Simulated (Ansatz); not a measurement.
An input for Ansatz (PBEsol) and the part of its output that reports the quasi-harmonic study. Lengths are of the primitive cell. Spin-orbit coupling is not included.

Ansatz 0.2 input:
```yaml
crystal:
  lattice:
    - [3.1592885987, 0.0, 0.0]
    - [-1.5796442993, 2.7360241843, 0.0]
    - [0.0, 0.0, 4.990690197]
  atoms:
    - { symbol: Hf, position: [0.3333333333, 0.6666666667, 0.75] }
    - { symbol: Hf, position: [0.6666666667, 0.3333333333, 0.25] }
kpoints:
  mp_grid: { grid: [12, 12, 9] }
hamiltonian:
  xc: pbesol
  pseudopotentials: { kind: paw }
scf:
  occupations: { method: methfessel_paxton, width: 0.15 }
phonons:
  method: dfpt
  qmesh: [4, 4, 3]
  temperatures: { t_max: 1000, t_step: 25 }
  thermal_expansion: {}
checkpoint:
  write: run
```

```
--- Thermal expansion: 17 cells in 3 rounds, 0 GPa ---
  no lower state was reached at cell 6; its state was not examined: fill_not_monotonic
  without vibrations: a 3.15867, b 3.15867, c 5.00550 Å, V 43.2500 Å³, B 114.53 GPa
  at 0 K: a 3.15983, b 3.15983, c 5.00923 Å, V 43.3141 Å³, B 113.68 GPa
  zero-point expansion: a +0.037, b +0.037, c +0.075, V +0.148 %
      T/K        a/Å        b/Å        c/Å       V/Å³ | expansion of a, b, c, V (1e-6/K)   | that of V in the mean from 25 °C | C_P, C_V (J/mol K of the cell) | B_T, B_S (GPa)
     0.00    3.15983    3.15983    5.00923    43.3141 |    0.00    0.00    0.00    0.00 |   13.96 |     0.000     0.000 |   113.68   113.68
   100.00    3.16066    3.16066    5.01025    43.3458 |    4.68    4.68    5.21   14.56 |   17.33 |    41.521    41.458 |   112.85   113.02
   200.00    3.16226    3.16226    5.01345    43.4173 |    5.25    5.25    7.17   17.66 |   18.22 |    48.314    48.132 |   111.36   111.78
   298.15    3.16390    3.16390    5.01722    43.4951 |    5.30    5.30    8.11   18.70 |       - |    50.129    49.829 |   109.83   110.49
   375.00    3.16519    3.16519    5.02048    43.5587 |    5.24    5.24    8.80   19.27 |   19.01 |    50.965    50.569 |   108.61   109.46
   475.00    3.16682    3.16682    5.02514    43.6442 |    5.09    5.09    9.77   19.94 |   19.38 |    51.848    51.317 |   106.99   108.10
   575.00    3.16840    3.16840    5.03032    43.7328 |    4.88    4.88   10.87   20.62 |   19.73 |    52.660    51.982 |   105.36   106.73
   675.00    3.16991    3.16991    5.03610    43.8246 |    4.60    4.60   12.12   21.33 |   20.10 |    53.458    52.617 |   103.70   105.36
   775.00    3.17131    3.17131    5.04257    43.9199 |    4.27    4.27   13.59   22.12 |   20.48 |    54.270    53.247 |   102.02   103.98
  stiffness (GPa) against the strains that keep the symmetry, 3 along the crystal's axis
    without vibrations: C11 + C12 265.56, C13 72.22, C33 212.61
  the static fit leaves 0.002 meV an atom of the energies and, of the stresses, 0.002 GPa of each cell's largest along a strain (root mean squares over the cells), whose Pulay part it has at -0.016 GPa
  vibrations' free energy: its fit leaves 0.0004 meV an atom at the most
  the electrons' free energy at temperature is in it; its fit leaves 0.0012 meV an atom at the most
  free energies summed between the sampled wave vectors
  estimated error of the fitted expansion in any direction: up to 0.877e-6/K, at 1000 K (an estimate, not a bound: it was exceeded on models of known expansion)
  by sums over the sampled wave vectors an expansion of the volume parts by up to 0.26e-6/K
  by a static energy of one degree less an expansion of the volume parts by up to 0.06e-6/K
  the FFT grids of the static calculations differ: 24 × 24 × 36, 24 × 24 × 40
  the FFT grids of the phonon calculations differ: 24 × 24 × 36, 24 × 24 × 40
```

Warnings of the run: thermal_expansion_settings.

Cost: about 6 core-hours (a rough figure).

Whether this phase is the stable one at each condition was not tested.

The PAW data sets were generated under PBE and serve the other functionals too.

Ansatz is an electronic-structure program.
